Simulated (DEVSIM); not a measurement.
System: Pd/AlN/n-Si capacitor, at 300 K.

```tsv
layer (left to right)	material	thickness (nm)	Nd (cm⁻³)
1	AlN	2.70	-
2	Si	350	2.7e18
```

Metal gate on the left, work function 5.2 eV. Fixed charge at the semiconductor interface 8.4e11 cm⁻² (in units of +e); no interface traps.

The device is made up for the run: typed textbook-type constants, with dimensions and the other settings drawn at random. Values at 300 K.

| parameter | AlN | Si |
|---|---|---|
| gap (eV) | 6.1 | 1.124 |
| affinity (eV) | 1.9 | 4.05 |
| permittivity | 8.5 | 11.7 |
| Nc (cm⁻³) | - | 2.86e19 |
| Nv (cm⁻³) | - | 3.1e19 |

Model (solved in DEVSIM): 1D Poisson equation in equilibrium, Boltzmann statistics, complete ionisation; no quantum confinement or tunnelling. Metal contacts follow the ideal Schottky-Mott rule: no Fermi-level pinning, no interface dipoles.

**Question.** Tabulate band edges, carrier densities and field at 0.3 V on the gate.

**Answer.** Energies count from the Fermi level of the right contact; mesh points crowd at the junctions.

| x (μm) | Ec (eV) | Ev (eV) | n (cm⁻³) | p (cm⁻³) | field (V/cm) |
|---|---|---|---|---|---|
| 0.000 | 3.000 | -3.100 | < 1e2 | < 1e2 | -1100000 |
| 0.0006587 | 2.931 | -3.169 | < 1e2 | < 1e2 | -1100000 |
| 0.001314 | 2.862 | -3.238 | < 1e2 | < 1e2 | -1100000 |
| 0.002007 | 2.789 | -3.311 | < 1e2 | < 1e2 | -1100000 |
| 0.002868 | 0.556 | -0.568 | 1.3e10 | 8.9e9 | -630000 |
| 0.003822 | 0.498 | -0.626 | 1.2e11 | 9.5e8 | -590000 |
| 0.005458 | 0.408 | -0.716 | 4.0e12 | 2.9e7 | -520000 |
| 0.009494 | 0.233 | -0.891 | 3.5e15 | 33000 | -350000 |
| 0.01473 | 0.106 | -1.018 | 4.7e17 | 250 | -140000 |
| 0.02414 | 0.062 | -1.062 | 2.6e18 | < 1e2 | -5500 |
| 0.04029 | 0.061 | -1.063 | 2.7e18 | < 1e2 | ≈ 0 |
| 0.08014 | 0.061 | -1.063 | 2.7e18 | < 1e2 | ≈ 0 |
| 0.1363 | 0.061 | -1.063 | 2.7e18 | < 1e2 | ≈ 0 |
| 0.2147 | 0.061 | -1.063 | 2.7e18 | < 1e2 | ≈ 0 |
| 0.2853 | 0.061 | -1.063 | 2.7e18 | < 1e2 | ≈ 0 |
| 0.3138 | 0.061 | -1.063 | 2.7e18 | < 1e2 | ≈ 0 |
| 0.3305 | 0.061 | -1.063 | 2.7e18 | < 1e2 | ≈ 0 |
| 0.3402 | 0.061 | -1.063 | 2.7e18 | < 1e2 | ≈ 0 |
| 0.3472 | 0.061 | -1.063 | 2.7e18 | < 1e2 | ≈ 0 |
| 0.3498 | 0.061 | -1.063 | 2.7e18 | < 1e2 | ≈ 0 |
| 0.3515 | 0.061 | -1.063 | 2.7e18 | < 1e2 | ≈ 0 |
| 0.3527 | 0.061 | -1.063 | 2.7e18 | < 1e2 | ≈ 0 |
